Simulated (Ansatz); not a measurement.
ZnS (F-43m), r2SCAN, rigid bands (Ansatz, a first-principles code): Condition of this run: functional r2SCAN on the same cell. band gap 2.78 eV, N_c = 2.30e18 cm⁻³ and N_v = 8.08e19 cm⁻³ at 300 K, conductivity masses of 0.208 mₑ (electrons) and 0.751 mₑ (holes). Take k_BT = 0.02585 eV.

### Question
A film of it is 3 nm thick. Estimate the confinement energies in an infinite well.

### Answer
ħ²π²/(2m t²) = 0.376 eV·nm²/(m/mₑ × t²) gives 201 meV for electrons and 55.6 meV for holes, so the gap would widen to about 3.04 eV. Finite barriers and nonparabolic bands lower this, and with several valleys or bands the heaviest mass along the normal sets the lowest level, not this average.

### Question
What thermal injection velocity √(2k_BT/πm) limits a ballistic channel?

### Answer
1.18e7 cm/s for electrons and 6.21e6 cm/s for holes, a ratio of √(m_h/m_e) = 1.90, for dilute carriers.

### Question
Find the intrinsic carrier density and the intrinsic Fermi level.

### Answer
n_i = √(N_c N_v) exp(−E_g/2k_BT) = 1.36e19 × exp(−53.77) = 6.1e-5 cm⁻³. The level lies (k_BT/2) ln(N_v/N_c) = 46 meV from mid-gap (positive towards the conduction band). Each 0.1 eV added to the gap lowers n_i by a factor of 6.9.

Rigid, parabolic bands with the computed gap; masses take one relaxation time for all states. Spin-orbit coupling is left out; where it splits the top of the valence band, N_v and the p-type Seebeck coefficient come out somewhat high without it. Geometry: cell and atoms relaxed with PBEsol.
